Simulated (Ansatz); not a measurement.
## W2C, response to strain

Consider W$_{2}$C (space group P-3m1, No. 164; a = 3.008 Å, c = 4.625 Å; relaxed with 0.1 eV smearing). Axes: x lies along a and z along c of the hexagonal cell.

Strains are applied to the cell and any free atomic positions relax; under biaxial strain the out-of-plane vector relaxes too.

Level of theory: DFT with PBEsol-D3(BJ), PAW potentials and a 420 eV plane-wave cutoff in Ansatz (an electronic-structure program), spin-orbit coupling left out.

Notes on the quantities. pressure: mean of the normal stresses, compression positive.

| variant | pressure | shortest interatomic distance |
|---|---|---|
| base | 0.0 GPa | 2.101 Å |
| biaxial strain −2.08 %, plane normal [001], relaxed out of plane | … | 2.095 Å |
| biaxial strain −0.30 %, plane normal [001], relaxed out of plane | 0.9 GPa | 2.100 Å |
| biaxial strain +4.50 %, plane normal [001], relaxed out of plane | … | 2.130 Å |
| isotropic strain +0.84 % | -8.4 GPa | 2.115 Å |
| isotropic strain +5.60 % | -38.8 GPa | 2.182 Å |

Q: Fill in the withheld entries from the trend.

A: 
- biaxial strain −2.08 %, plane normal [001], relaxed out of plane, pressure: 6.2 GPa
- biaxial strain +4.50 %, plane normal [001], relaxed out of plane, pressure: -13.7 GPa

Stability against distortions was not tested. All final runs are without spin polarisation.
